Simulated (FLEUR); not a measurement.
Input and output of a self-consistent single point for Al2Cu (I4mm, 3 atoms in the cell) (FLEUR).

Computed with LDA (Perdew-Zunger), all-electron FLAPW (FLEUR), scalar-relativistic valence run with FLEUR.

```
Al2Cu
1.0
   -2.02018     2.02018     2.83684
    2.02018    -2.02018     2.83684
    2.02018     2.02018    -2.83684
Al Cu
2 1
Direct
  0.75000   0.25000   0.50000
  0.25000   0.75000   0.50000
  0.50881   0.50881   0.00000
```

Reference input (self-consistent single point, DFT, LDA (Perdew-Zunger), all-electron FLAPW (FLEUR), scalar-relativistic valence): Kmax = 3.9 1/bohr; GmaxXC = 15.6 1/bohr; xcFunctional = pz; jspins = 1; l_soc = F; mode = hist; fermiSmearingEnergy = 0.00367493 Htr; mesh (inpgen div1-3) = 5 5 5; inpgen gamma flag = false; Gmax = 15.6 1/bohr; numbands = 0; maxIterBroyd = 15. This run's input differs from it in these lines:

```diff
@@ -16,3 +16,3 @@
 &exco xctyp='pz' /
-&kpt div1=5 div2=5 div3=5 /
+&kpt div1=15 div2=15 div3=15 /
 &end /
@@ -36,3 +36,3 @@
    <cell>
-      <bzIntegration valenceElectrons="17.0" mode="hist" fermiSmearingEnergy="0.00367493">
+      <bzIntegration valenceElectrons="17.0" mode="hist" fermiSmearingEnergy="0.00073499">
          <kPointListSelection listName="default-1"/>
```

The program printed (abridged):

```
 Iteration:     1   Distance:      38.99487206 me/bohr^3
 Iteration:     2   Distance:      21.54211859 me/bohr^3
 Iteration:     3   Distance:       7.42190441 me/bohr^3
 Iteration:     4   Distance:       6.93877066 me/bohr^3
 Iteration:     5   Distance:       2.33604806 me/bohr^3
   [... 8 lines left out ...]
 Iteration:    14   Distance:       0.00032873 me/bohr^3
 Iteration:    15   Distance:       0.00005510 me/bohr^3
 Iteration:    16   Distance:       0.00003633 me/bohr^3
 Iteration:    17   Distance:       0.00000996 me/bohr^3
 Reset of history
 Run finished successfully
 Stop message:
   Structural relaxation: new displacements generated

[file out, last iteration]
             iter=     18
[...]
          total density-effective poten   -3.3692048209E+03
          total charge density-energy d   -1.0044270267E+02
 Updated energy parameters for spin:           1
[...]
 fermi energy and band-weighting factors:

[...]
FERMIE:
          first approx. to ef    (T=0)  :   0.267214 htr   (energy of the highest occ. eigenvalue)
          number of occ. states  (T=0)  :       2427
          first approx. to seigv (T=0)  :   1.863593 htr
          sum of weights of occ. states :   8.503111
          sum of semicore charge        :   0.000000 e
FERHIS:  Fermi-Energy by histogram:
          bandgap                     :   0.000090 htr
   [... lines left out ...]
          charge neutrality (T=0)     :   0.006222    (zero if the highest occ. eigenvalue is "entirely" occupied)
     EF_NEWTON:  Adjust Fermi-Energy by Newton-Method.
 Direct bandgap for spin            1 :    1.8730829255226844E-003  Htr
 ---->    free energy=                     -2136.3379665908 htr
   [... lines left out ...]
      extrapolation for T->0
 ---->    total electron energy=           -2136.3379443424 htr
 ***** TOTAL FORCES ON ATOMS *****
 TOTAL FORCE FOR ATOM TYPE=  1  X=  3.818   Y=  0.000   Z= -2.680
                       FX_TOT= 0.000000 FY_TOT= 0.000000 FZ_TOT= 0.003816
 TOTAL FORCE FOR ATOM TYPE=  2  X=  0.000   Y=  0.000   Z= -5.266
                       FX_TOT= 0.000000 FY_TOT= 0.000000 FZ_TOT=-0.007396
```

The run converged in 17 iterations. FLEUR gives forces in its relaxation mode, with a further iteration, so its stop message speaks of a relaxation. Against the reference run the free energy rises by 6.8 meV/atom and the largest force hardly changes (0.388 to 0.380 eV/Å).

The starting cell comes from a database of computed structures (which also holds hypothetical and non-ambient phases and stackings), without a prior relaxation at this level. Its lattice was rescaled by up to half a per cent. One atom was moved a little off its site on purpose. Spin polarisation is off. Values depend on the basis (sphere radii, cutoffs, local orbitals), which need not be converged. The log's line on a gap gives a spacing of levels on this mesh, which the program prints for metals too.

Cost on one core of a shared machine: roughly 5 min.
